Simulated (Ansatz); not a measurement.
**Pt₃Sn (Pm-3m): band-structure transport figures**

```xyz
4
Lattice="4.0062 0.0000 0.0000 0.0000 4.0062 0.0000 0.0000 0.0000 4.0062" Properties=species:S:1:pos:R:3 pbc="T T T"
Sn     0.0000     0.0000     0.0000
Pt     2.0031     2.0031     0.0000
Pt     0.0000     2.0031     2.0031
Pt     2.0031     0.0000     2.0031
```

Calculation: PBEsol, rigid bands (plane waves, PAW, scalar-relativistic; Ansatz, an electronic-structure program). Cell: cell and atoms relaxed with PBEsol.

```json
{
 "density of states at the Fermi level": "1.28 states/(eV·cell), both spins",
 "bare Sommerfeld coefficient": "0.75 mJ/(mol of atoms·K²)",
 "drude_plasma_energy": "2.4 eV",
 "root-mean-square Fermi velocity": "3.3e5 m/s",
 "resistivity times τ": "89 ×10⁻²² Ω·m·s"
}
```

A metal at this level (no band gap); rigid bands, thermally averaged at 300 K, both spins. Spin-orbit coupling is left out, which matters with elements this heavy. τ is one relaxation time for all states.

Formula and space group known from diffraction (Crystallography Open Database), not checked to be the room-temperature form: Pt3Sn (Pm-3m).
